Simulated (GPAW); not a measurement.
Band structure of Cu₃Sn (Pmmn, 8 atoms in the cell).

```
CELL_PARAMETERS angstrom
      4.32369     0.00000     0.00000
      0.00000     5.43252     0.00000
      0.00000     0.00000     4.76457
ATOMIC_POSITIONS crystal
  Cu 0.50000 0.00000 0.30100
  Cu 0.00000 0.50000 0.69900
  Cu 0.00000 0.75052 0.15581
  Cu 0.00000 0.24948 0.15581
  Cu 0.50000 0.74948 0.84419
  Cu 0.50000 0.25052 0.84419
  Sn 0.50000 0.50000 0.34118
  Sn 0.00000 0.00000 0.65882
```

Method: PBEsol, GPAW PAW datasets PBEsol (made by gpaw-setup) (plane waves; GPAW 25.7.0).

Settings: mode = pw; ecut = 800 eV; xc = PBEsol; kpts = 4 3 4; mesh shift (steps) = 0 0 0; occupations.name = fermi-dirac; occupations.width = 0.1 eV; nbands = -14; convergence.density = 1e-05 e/electron; symmetry.symmorphic = false; symmetry.tolerance = 0.0005; maxiter = 100; bandpath_npoints = 40.

The starting cell comes from a database of computed structures (which also holds hypothetical and non-ambient phases and stackings), without a prior relaxation at this level. Spin polarisation is off.

Levels in eV from the Fermi level, bands 45 to 51:
| point | 45 | 46 | 47 | 48 | 49 | 50 | 51 |
|---|---|---|---|---|---|---|---|
| Γ | -1.81 | -1.25 | 0.57 | 1.48 | 2.03 | 2.33 | 2.83 |
| X | -1.59 | -1.59 | -1.36 | -1.36 | 1.09 | 1.09 | 4.47 |
| S | -2.03 | -2.03 | -1.75 | -1.75 | 0.82 | 0.82 | 1.89 |
| Y | -1.59 | -0.93 | -0.03 | 0.19 | 0.87 | 1.93 | 3.75 |
| Z | -0.74 | -0.74 | -0.37 | -0.37 | 1.09 | 1.09 | 2.53 |
| U | -0.25 | -0.25 | 0.32 | 0.32 | 1.38 | 1.38 | 1.98 |
| R | -2.39 | -2.39 | -2.22 | -2.22 | 5.17 | 5.17 | 5.56 |
| T | 1.09 | 1.09 | 1.24 | 1.24 | 2.01 | 2.01 | 2.38 |

Bands cross the Fermi level along this path, so the cell is metallic at this level.
